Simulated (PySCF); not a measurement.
PySCF 2.14.0, unrestricted BP86/def2-svpd, df: Si(Cl)2 anion (Cl[Si]Cl), charge -1, multiplicity 2, 3 atoms. The geometry is a generated start, not checked to be a minimum at this level.

* **task**: energy
* **method**: bp86
* **basis**: def2-svpd
* **two-electron scheme**: density fitting
* **mol.max_memory**: 3000 MB
* **mf.max_cycle**: 100
* **mf.conv_tol**: 1e-09 (default)
* **mf.grids.level**: 3 (default)
* **basis functions**: 78
* **grid points**: 56944

```xyz
3

Si     0.0486    -0.0425     0.8665
Cl     1.0098     1.2229    -0.4304
Cl    -1.0584    -1.1804    -0.4362
```

Charge -1 and multiplicity 2 are set for this test and not shown to be the ground state.

With the defaults (mf.DIIS = CDIIS, mf.diis = true, mf.init_guess = minao, mf.level_shift = 0, mf.damp = 0, mf.diis_start_cycle = 1, mf.diis_space = 8) it converges in 12 Fock builds. One run each on 2 threads, 1 BLAS thread, with these changes:
- mf.diis = false
- mf.init_guess = 1e
- mf.level_shift = 0.1 Hartree
- mf.damp = 0.3, mf.diis_start_cycle = 4
- mf.level_shift = 1 Hartree
- mf.DIIS = EDIIS
- mf.diis = false, mf.damp = 0.7, mf.diis_start_cycle = 999
- mf.diis_space = 5
- mf.init_guess = atom

Q: Name the settings that don't reach the solution of the defaults.

A: No convergence: mf.DIIS = EDIIS; mf.diis = false (the run ends without SCF convergence in 100 cycles). The rest reach the solution of the defaults.

```tsv
setting	Fock builds	end
the defaults	12	same solution
mf.init_guess = atom	12	same solution
mf.level_shift = 0.1 Hartree	13	same solution
mf.diis_space = 5	13	same solution
mf.damp = 0.3, mf.diis_start_cycle = 4	13	same solution
mf.init_guess = 1e	15	same solution
mf.diis = false, mf.damp = 0.7, mf.diis_start_cycle = 999	30	same solution
mf.level_shift = 1 Hartree	46	same solution
mf.DIIS = EDIIS	101	no convergence
mf.diis = false	101	no convergence
```
